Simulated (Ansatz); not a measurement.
## LaSiO (model structure, started from the ZrSiS type, P4/nmm, No. 129, 6 atoms in the cell): properties by level of theory

```json
[
 {"level (code)": "LDA (Ansatz)", "lattice constant a (Å)": "3.459", "lattice parameter c (Å)": "8.516", "bulk modulus (GPa)": "120"},
 {"level (code)": "PBE (Ansatz)", "lattice constant a (Å)": "3.525", "lattice parameter c (Å)": "8.660", "bulk modulus (GPa)": "104"},
 {"level (code)": "PBEsol (Ansatz)", "lattice constant a (Å)": "3.485", "lattice parameter c (Å)": "8.565", "bulk modulus (GPa)": "114"}
]
```

Caveats: the bulk modulus is −V dP/dV from two relaxed cells at ±2 % in volume (LDA, PBE, PBEsol). Ansatz's density-functional and Hartree–Fock values are scalar-relativistic unless marked +SOC, with PAW data made under PBE.

Computed values are for the static lattice.

A model structure was made by putting elements into a prototype or built by hand; it is no filed structure, need not be a known phase, and can be a saddle point held by its symmetry.

Ansatz is an electronic-structure program.
